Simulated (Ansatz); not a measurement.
**Response to strain in ZrB2**

Take ZrB2 (space group P6/mmm, No. 191; a = 3.1552 Å, c = 3.5062 Å; relaxed with 0.1 eV smearing) as the base. Axes: x lies along a and z along c of the hexagonal cell.

Strains are applied to the cell and any free atomic positions relax; under biaxial strain the out-of-plane vector relaxes too.

The values are results of Ansatz (a first-principles code) PBEsol, no spin-orbit coupling, not measurements.

Notes on the quantities. in-plane stress: mean in-plane stress (compression positive).

```tsv
case	out-of-plane strain	in-plane stress	shortest interatomic distance
base	–	–	1.822 Å
biaxial strain −3.00 %, plane normal [001], relaxed out of plane	___	+18.9 GPa	1.767 Å
biaxial strain −2.50 %, plane normal [001], relaxed out of plane	+1.47 %	+15.5 GPa	1.776 Å
biaxial strain −2.00 %, plane normal [001], relaxed out of plane	+1.16 %	+12.2 GPa	1.785 Å
biaxial strain −1.50 %, plane normal [001], relaxed out of plane	+0.87 %	+9.0 GPa	1.794 Å
biaxial strain −1.00 %, plane normal [001], relaxed out of plane	+0.57 %	+5.9 GPa	___
biaxial strain −0.50 %, plane normal [001], relaxed out of plane	___	+2.9 GPa	1.813 Å
biaxial strain +1.00 %, plane normal [001], relaxed out of plane	-0.56 %	-5.5 GPa	1.840 Å
biaxial strain +2.00 %, plane normal [001], relaxed out of plane	-1.11 %	___	1.858 Å
biaxial strain +3.00 %, plane normal [001], relaxed out of plane	-1.66 %	-15.4 GPa	1.876 Å
```

Q: Fill in the withheld entries from the trend.

A: 
- biaxial strain −3.00 %, plane normal [001], relaxed out of plane, out-of-plane strain: +1.78 %
- biaxial strain −1.00 %, plane normal [001], relaxed out of plane, shortest interatomic distance: 1.803 Å
- biaxial strain −0.50 %, plane normal [001], relaxed out of plane, out-of-plane strain: +0.28 %
- biaxial strain +2.00 %, plane normal [001], relaxed out of plane, in-plane stress: -10.6 GPa

Stability against distortions was not tested. All final runs are without spin polarisation.
